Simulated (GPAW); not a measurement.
Worked example: self-consistent single point of NaCu3O4 (P1, 8 atoms in the cell) in GPAW.

Method: LDA (Perdew-Wang 92), GPAW PAW datasets LDA (gpaw-data 1.0.1) (plane waves; GPAW).

The change in words: atoms moved at random. Reference geometry:
```
NaCu3O4
1.0
    5.36810    -2.70287     0.00000
    5.36810     2.70287     0.00000
   -0.00418     0.00000     3.47984
Na Cu O
1 3 4
Direct
  0.00677   0.00677   0.50468
  0.76117   0.76117   0.00122
  0.24502   0.24502   0.00870
  0.50257   0.50257   0.99114
  0.12997   0.61523   0.00835
  0.61523   0.12997   0.00835
  0.39164   0.87532   0.99740
  0.87532   0.39164   0.99740
```

Reference input (self-consistent single point, DFT LDA (Perdew-Wang 92), plane waves, GPAW PAW datasets LDA (gpaw-data 1.0.1)): mode = pw; ecut = 950 eV; xc = LDA; kpts = 4 4 6; mesh shift (steps) = 0 0 0; occupations.name = methfessel-paxton; occupations.width = 0.136 eV; occupations.order = 0; nbands = -16; convergence.density = 1e-05 e/electron; symmetry.symmorphic = false; symmetry.tolerance = 0.0005. This run's input differs from it in these lines:

```diff
@@ -8,10 +8,10 @@
                     [-0.004178, 0.000000, 3.479835]],
-              scaled_positions=[[0.006770, 0.006770, 0.504680],
-                                [0.761170, 0.761170, 0.001220],
-                                [0.245020, 0.245020, 0.008700],
-                                [0.502570, 0.502570, 0.991140],
-                                [0.129970, 0.615230, 0.008350],
-                                [0.615230, 0.129970, 0.008350],
-                                [0.391640, 0.875320, 0.997400],
-                                [0.875320, 0.391640, 0.997400]],
+              scaled_positions=[[0.015007, 0.000085, 0.499405],
+                                [0.763285, 0.765040, -0.002360],
+                                [0.243989, 0.236805, 0.039426],
+                                [0.494992, 0.509125, 0.992711],
+                                [0.134313, 0.612069, -0.011988],
+                                [0.622025, 0.128290, 0.007163],
+                                [0.386261, 0.871934, 0.996637],
+                                [0.867817, 0.404343, 0.996246]],
               pbc=True)
```

The program printed (abridged):

```
     iter     time        total  log10-change:
                         energy   eigst   dens
iter:   1 --:--:--   -58.813353
iter:   2 --:--:--   -53.021196   -1.13  -1.13
iter:   3 --:--:--   -45.451993   -0.36  -1.19
iter:   4 --:--:--   -45.342270   -2.33  -1.44
iter:   5 --:--:--   -46.738800   -1.22  -1.45
iter:   6 --:--:--   -45.127559   -1.81  -1.64
iter:   7 --:--:--   -44.994245   -2.29  -1.89
iter:   8 --:--:--   -44.878173   -2.83  -1.99
iter:   9 --:--:--   -44.765989   -2.27  -2.08
iter:  10 --:--:--   -44.758867   -3.26  -2.48
iter:  11 --:--:--   -44.758022c  -4.03  -2.78
iter:  12 --:--:--   -44.757829c  -4.61  -2.94
   [... lines left out ...]
iter:  14 --:--:--   -44.757049c  -4.96  -3.06
iter:  15 --:--:--   -44.756925c  -5.22  -3.17
iter:  16 --:--:--   -44.756879c  -6.11  -3.43
iter:  17 --:--:--   -44.756818c  -6.22  -3.55
iter:  18 --:--:--   -44.756821c  -5.78  -3.80
iter:  19 --:--:--   -44.756823c  -7.10  -4.11
iter:  20 --:--:--   -44.756815c  -7.45c -4.13
iter:  21 --:--:--   -44.756813c  -7.36  -4.23
iter:  22 --:--:--   -44.756822c  -8.24c -4.49
iter:  23 --:--:--   -44.756824c  -9.09c -4.66
iter:  24 --:--:--   -44.756821c  -8.32c -4.70
iter:  25 --:--:--   -44.756821c  -8.80c -4.90
iter:  26 --:--:--   -44.756822c  -9.06c -5.10c
Converged after 26 iterations.

Dipole moment: (-0.513240, 0.308947, -0.344063) |e|*Ang

Energy contributions relative to reference atoms: (reference = -147363.631960)

Kinetic:         -9.501271
Potential:       -1.868233
External:        +0.000000
XC:             -34.507944
Entropy (-ST):   -0.032685
Local:           +1.136969
SIC:             +0.000000
--------------------------
Free energy:    -44.773165
Extrapolated:   -44.756822

Showing only first 2 kpts
 Kpt  Band  Eigenvalues  Occupancy
  0    30      2.41808    1.99788
  0    31      2.66362    1.39669
  0    32      2.94539    0.01593
  0    33      4.48766    0.00000

  1    30      2.33110    1.99993
  1    31      2.57855    1.83975
  1    32      2.95775    0.01112
  1    33      4.49743    0.00000

Fermi level: 2.71359

No gap
   [... lines left out ...]
  2 Cu    1.27173    0.34783   -0.56986
  3 Cu    0.01964   -0.76650    0.20404
  4 O    -0.48665   -0.61350    0.19635
  5 O    -0.09127    1.11685    0.19138
  6 O     0.45181   -0.66821    0.02260
  7 O    -0.18691    0.32138    0.03019

Stress tensor:
     0.049299    -0.010715     0.000281
    -0.010715     0.044492    -0.001381
     0.000281    -0.001381     0.017910
Stress (GPa, Voigt): [ 7.8985  7.1284  2.8695 -0.2212  0.045  -1.7167]
```

The run converged in 26 iterations. GPAW prints stress with tension positive. Against the reference run the free energy rises by 16.5 meV/atom and the largest force goes from 0.672 to 1.436 eV/Å.

At such cutoffs GPAW's stress carries a finite-basis (Pulay) error, which enters relaxed cells too; its log prints stress with tension positive.

The starting cell comes from a database of computed structures (which also holds hypothetical and non-ambient phases and stackings), without a prior relaxation at this level. Its lattice was rescaled by a random factor within 2.5 % of one. For this run, on top of that: atoms moved at random. Spin polarisation is off, so a magnetic state, if there is one, cannot be reached. Forces in this geometry exceed 1 eV/Å. The run gives no clean gap (levels at the Fermi energy touch, overlap or are partly filled at this smearing), which alone does not show that the compound is a metal.

Cost on one core of a shared machine: roughly 4 min.
